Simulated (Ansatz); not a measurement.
Formation energy of the bound charge states of Nb on the Al site in wurtzite AlN (start: the Al site; 96-site cell, 2×2×2 shifted sampling) against the Fermi level, N-rich (Δμ(Al) = -2.74 eV, Δμ(Nb) = -1.91 eV, bounded by rock-salt NbN; only phases computed here count, gases as isolated molecules at 0 K). These are PBE, PAW (plane waves to 420 eV; Ansatz, a quantum-chemistry and plane-wave program) values and carry that method's errors.

Details: 96-site cell; 2×2×2 shifted k-points; host gap 4.03 eV; charged states image-corrected; corrections pass 1 eV, so highly charged states may be off by several tenths; flagged in the runs: a host whose relaxation on this sampling wasn't shown to rest, a strain field that reaches the edge of the cell.

Left out: charge −1 (level within 0.1 eV of a band edge or past it).

```tsv
E_F − E_VBM (eV)	q = +2	q = +1	q = 0
0.00	-1.73	0.39	3.19
0.50	-0.72	0.89	3.19
1.01	0.28	1.40	3.19
1.51	1.29	1.90	3.19
2.02	2.30	2.40	3.19
2.52	3.31	2.91	3.19
3.03	4.32	3.41	3.19
3.53	5.33	3.92	3.19
4.03	6.34	4.42	3.19
```

Crossings of the lowest lines: (+2/+1) at 2.12 eV; (+1/0) at 2.81 eV.
